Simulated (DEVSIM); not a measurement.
Device: Cr/Al2O3/p-Si capacitor, at 300 K.

| layer (left to right) | material | thickness (nm) | Na (cm⁻³) |
|---|---|---|---|
| 1 | Al2O3 | 12.0 | - |
| 2 | Si | 5200 | 1.2e16 |

Metal gate on the left, work function 4.5 eV. Fixed charge at the semiconductor interface 0 cm⁻² (in units of +e); no interface traps.

This is a model device: material constants are rounded textbook-type values typed into the input, and sizes, dopings and lifetimes were drawn at random. Values at 300 K.

```csv
parameter,Al2O3,Si
gap (eV),6.8,1.124
affinity (eV),1.35,4.05
permittivity,9,11.7
Nc (cm⁻³),-,2.86e19
Nv (cm⁻³),-,3.1e19
```

Model (solved in DEVSIM): 1D Poisson equation in equilibrium, Boltzmann statistics, complete ionisation; no quantum confinement or tunnelling. Metal contacts follow the ideal Schottky-Mott rule: no Fermi-level pinning, no interface dipoles.

The interface trap density was swept, all else fixed.

| interface trap density (cm^-2 eV^-1) | flat-band voltage (V) | minimum of the low-frequency capacitance (μF/cm²) | threshold voltage (band bending 2φF) (V) |
|---|---|---|---|
| 0 | -0.47 | 0.0395 | 0.33 |
| 1e10 | -0.47 | 0.0410 | 0.33 |
| 1e11 | -0.47 | 0.0536 | 0.34 |
| 3e11 | -0.48 | 0.0800 | 0.37 |
| 1e12 | -0.50 | 0.155 | 0.47 |
| 2e12 | -0.54 | 0.235 | 0.61 |

From the first row to the last the flat-band voltage goes from -0.47 to -0.54. From the first row to the last the minimum of the low-frequency capacitance goes from 0.0395 to 0.235.
